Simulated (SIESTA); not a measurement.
Band structure of AlCr2C (P6_3/mmc, 8 atoms in the cell).

```
CELL_PARAMETERS angstrom
      2.82510     0.00000     0.00000
     -1.41255     2.44661     0.00000
      0.00000     0.00000    12.60137
ATOMIC_POSITIONS crystal
  Al 0.66667 0.33333 0.25000
  Al 0.33333 0.66667 0.75000
  Cr 0.33333 0.66667 0.41494
  Cr 0.66667 0.33333 0.58506
  Cr 0.66667 0.33333 0.91494
  Cr 0.33333 0.66667 0.08506
  C  0.00000 0.00000 0.50000
  C  0.00000 0.00000 0.00000
```

Method of the run: GGA PBE, numerical atomic orbitals DZP, PseudoDojo PBE standard norm-conserving potentials (rewritten from UPF to PSML) in SIESTA 5.4.2.

Settings: XC.functional = GGA; XC.authors = PBE; potentials = PseudoDojo PBE standard; PAO.BasisSize = DZP; PAO.EnergyShift = 0.01 Ry; MeshCutoff = 300 Ry; kgrid.MonkhorstPack = 9 9 2; OccupationFunction = FD; ElectronicTemperature = 1578.21 K; MaxSCFIterations = 150; SCF.Mixer.Method = Pulay; SCF.Mixer.Weight = 0.1; SCF.Mixer.History = 8; SCF.DM.Tolerance = 1.0E-04.

The starting cell comes from a database of computed structures (which also holds hypothetical and non-ambient phases and stackings), without a prior relaxation at this level. Spin polarisation is off. Values carry the incompleteness of an atom-centred basis.

Levels in eV from the Fermi level, bands 31 to 36:
```json
[
 {"point": "Γ", "31": "-1.08", "32": "-1.08", "33": "-1.07", "34": "-1.06", "35": "-0.22", "36": "-0.22"},
 {"point": "M", "31": "-1.99", "32": "-1.95", "33": "0.16", "34": "0.30", "35": "0.42", "36": "0.45"},
 {"point": "K", "31": "-2.21", "32": "-2.21", "33": "-1.90", "34": "-0.82", "35": "0.38", "36": "0.39"},
 {"point": "A", "31": "-1.07", "32": "-1.07", "33": "-1.07", "34": "-1.07", "35": "-0.20", "36": "-0.20"},
 {"point": "L", "31": "-1.96", "32": "-1.96", "33": "0.31", "34": "0.31", "35": "0.36", "36": "0.36"},
 {"point": "H", "31": "-2.05", "32": "-2.05", "33": "-1.30", "34": "-1.30", "35": "0.33", "36": "0.33"}
]
```

Bands cross the Fermi level along this path, so the cell is metallic at this level.

Higher empty bands are left out: an atom-centred basis made for the valence describes them poorly.
